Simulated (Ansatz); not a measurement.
Start from HfO₂ in the fluorite structure (space group Fm-3m, No. 225; a = 5.0585 Å). Axes: x, y, z lie along the cube axes.

Method: r2SCAN in Ansatz (plane waves to 500 eV, PAW, scalar-relativistic without spin-orbit coupling).

Free-standing slabs (3 atom(s) a layer) normal to [111] with 15 Å of vacuum; in-plane cell held at bulk.

One change was made to it. Results:

```csv
quantity,base,after
gap character,–,direct at M
shortest interatomic distance,2.190 Å,2.133 Å
```

Task: Name the change that was made.
(A) 1 layer
(B) 6 layers
(C) 3 layers
(D) 2 layers

Result: B, 6 layers. For comparison, the shortest interatomic distance in the other runs: 1 layer gives 2.216 Å; 3 layers gives 2.142 Å; 2 layers gives 2.089 Å.

With Hf present, leaving out spin-orbit coupling can change the band edges. Stability against distortions was not tested. This is not the structure that HfO2 has at room temperature and ambient pressure. k-point labels follow each cell's own Brillouin zone.

Ansatz is an electronic-structure program.
